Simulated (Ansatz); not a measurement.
How the c axis length of Te3As2 (model structure, started from the corundum type, R-3c, No. 167, 10 atoms in the cell) moves with the method

No measured value is used here.

| level (code) | value (Å) |
|---|---|
| PBE (Ansatz) | 19.980 |
| PBEsol (Ansatz) | 19.703 |
| PBE-D3(BJ) (Ansatz) | 19.910 |

Ansatz's density-functional and Hartree–Fock values are scalar-relativistic unless marked +SOC, with PAW data made under PBE.

A model structure was made by putting elements into a prototype or built by hand; it is no filed structure, need not be a known phase, and can be a saddle point held by its symmetry.

Ansatz is an electronic-structure program.
